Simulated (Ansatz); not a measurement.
One base run on NbTeN (P4/nmm, 6 atoms in the cell) and variants with one or two settings moved

Space group P4/nmm, origin choice 1 (No. 129); a = b = 3.584 Å, c = 9.546 Å, α = β = γ = 90.00°

| atom | site | symmetry | x | y | z |
|---|---|---|---|---|---|
| Nb | 2c | 4mm | 0.5000 | 0.0000 | 0.1144 |
| Te | 2c | 4mm | 0.0000 | 0.5000 | 0.3014 |
| N | 2a | -4m2 | 0.0000 | 0.0000 | 0.0000 |

Base run A: Ansatz (a program for electronic structure) with r2SCAN, default PAW files made with PBE, self-consistent single point.

Its settings: kpoints.mp_grid.grid = 8 8 3; hamiltonian.xc = r2scan; hamiltonian.pseudopotentials = {kind: paw} (the program's default PAW files); scf.occupations.method = methfessel_paxton; scf.occupations.width = 0.2 eV.

The starting cell comes from a database of computed structures (which also holds hypothetical and non-ambient phases and stackings), without a prior relaxation at this level. Spin polarisation is off. In the base run, with a pressure of about -3 GPa the cell is away from its equilibrium volume at this level. Ansatz's pressure includes its estimate of the finite-basis (Pulay) stress.

ΔF is the free energy per atom less that of run A. A dash stands where there is no value to compare (another energy zero or no entropy term, no result, no spin, no clean gap, or a mesh too coarse for one). Absolute energies have different zeros for different potentials, functionals, Hubbard and dispersion terms and are not compared across them.

Run A gave: pressure (GPa) -3.14; largest force (eV/Å) 0.655; k-points 30; valence electrons 68.

Runs:
- B: kpoints.mp_grid.grid: 8 8 3 → 5 5 2; scf.occupations.width: 0.2 eV → 0.03 eV
- C: hamiltonian.xc: r2scan → pbesol [PBEsol]
- D: kpoints.mp_grid.grid: 8 8 3 → 6 6 3
- E: crystal.symmetry.detect: default → false
- F: 2 x 1 x 1 supercell, mesh divided to match; kpoints.mp_grid.grid: 8 8 3 → 4 8 3
- G: kpoints.mp_grid.grid: 8 8 3 → 22 22 9
- H: scf.mixing.algorithm: default (the program chose MSR1) → broyden; scf.mixing.beta: default → 0.02
- I: scf.self_checks: default → high

What does run G change against A?

The free energy goes up by 3.5 meV/atom, the pressure moves little (-3.14 to -3.05 GPa) and the largest force goes from 0.655 to 0.578 eV/Å.

What does run C change against A?

The pressure goes from -3.14 to -6.08 GPa and the largest force goes from 0.655 to 0.797 eV/Å.

```csv
run,ΔF (meV/atom),pressure (GPa),largest force (eV/Å),k-points,valence electrons
A,0.00,-3.14,0.655,30,68
B,2.8,-3.40,0.867,12,68
C,–,-6.08,0.797,30,68
D,-2.6,-3.24,0.707,20,68
E,0.00,-3.14,0.655,98,68
F,0.00,-3.14,0.655,30,136
G,3.5,-3.05,0.578,390,68
H,0.00,-3.14,0.655,30,68
I,0.00,-3.14,0.655,30,68
```

Keys are those of Ansatz 0.2.
